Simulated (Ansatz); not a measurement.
Take SrZrO3 in the cubic perovskite structure (space group Pm-3m, No. 221; a = 4.130 Å) as the base.

Perturbation: a hydrostatic pressure of 5 GPa.

Levels (all Ansatz, an electronic-structure program, PAW): PBEsol (420 eV, scalar-relativistic without spin-orbit coupling); HSE06 (420 eV, scalar-relativistic without spin-orbit coupling).

The geometry is relaxed with PBEsol.

| Property | Result |
|---|---|
| PBEsol lowest conduction level above the VBM at special points | Γ 3.36 eV; X 3.84 eV; M 6.12 eV |

**Question.** What does HSE06 give at this geometry for the lowest conduction level above the VBM at special points?

**Answer.** The lowest conduction level above the VBM at special points changes from Γ 3.36 eV; X 3.84 eV; M 6.12 eV to Γ 4.97 eV; X 5.48 eV; M 7.88 eV.

Single points use the geometry relaxed with PBEsol. HSE06 was sampled on its mesh, a few special points and the semilocal edge points, so its gap is an upper bound. The levels and masses belong to the bands next to the band gap. Load acts through the strain it causes; cell and atoms are relaxed under it. No phonon test of stability was made. Competing high-pressure phases were not computed. Many cubic perovskites are stable only at high temperature; tilts and polar distortions were not tested.
